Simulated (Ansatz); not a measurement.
Start from K$_{2}$Se in the anti-fluorite structure (space group Fm-3m, No. 225; a = 7.610 Å). Axes: x, y, z lie along the cube axes.

All numbers come from Kohn–Sham DFT with the PBEsol functional, run in Ansatz (a quantum-chemistry and plane-wave program) with PAW and 420 eV plane waves, spin-orbit coupling left out.

Strains are applied to the cell and any free atomic positions relax.

One change was made to it. Results:

The shortest interatomic distance drops by 0.023 bohr to 6.204 bohr; the band gap decreases by 0.02 eV (2.11 eV → 2.09 eV).

**Question.** Which change produced these results?
A. tensor shear ε_xy = +0.86 %
B. tensor shear ε_xy = +1.71 %
C. tensor shear ε_xy = +2.00 %

**Answer.** A, tensor shear ε_xy = +0.86 %. For comparison, the shortest interatomic distance in the other runs: tensor shear ε_xy = +1.71 % gives 6.181 bohr; tensor shear ε_xy = +2.00 % gives 6.174 bohr.

Stability against distortions was not tested.
